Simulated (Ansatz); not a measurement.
AlN under load (space group P6_3mc), r2SCAN with spin-orbit coupling, rigid bands (Ansatz, a program for electronic structure). Condition of this run: biaxial stress xx = yy = 2 GPa (compression positive) (the target of the relaxation). Band gap 4.96 eV, N_c = 4.58e18 cm⁻³ and N_v = 6.61e19 cm⁻³ at 300 K, conductivity masses along y (a = (3.09, 0.00, 0.00) Å; b = (-1.55, 2.68, 0.00) Å; c = (0.00, 0.00, 4.99) Å) of 0.323 mₑ (electrons) and 3.84 mₑ (holes). Take k_BT = 0.02585 eV.

**Question.** A film of it is 5 nm thick, with its normal along the direction named. Estimate the confinement energies in an infinite well.

**Answer.** ħ²π²/(2m t²) = 0.376 eV·nm²/(m/mₑ × t²) gives 46.6 meV for electrons and 3.92 meV for holes, so the gap would widen to about 5.01 eV. Finite barriers and nonparabolic bands lower this, and with several valleys or bands the heaviest mass along the normal sets the lowest level, not this average.

**Question.** What thermal injection velocity √(2k_BT/πm) limits a ballistic channel along the direction named?

**Answer.** 9.47e6 cm/s for electrons and 2.75e6 cm/s for holes, a ratio of √(m_h/m_e) = 3.45, for dilute carriers.

**Question.** Find the intrinsic carrier density and the intrinsic Fermi level.

**Answer.** n_i = √(N_c N_v) exp(−E_g/2k_BT) = 1.74e19 × exp(−95.93) = 3.8e-23 cm⁻³. The level lies (k_BT/2) ln(N_v/N_c) = 35 meV from mid-gap (positive towards the conduction band). Each 0.1 eV added to the gap lowers n_i by a factor of 6.9.

Rigid bands with the computed gap; masses take one relaxation time for all states.
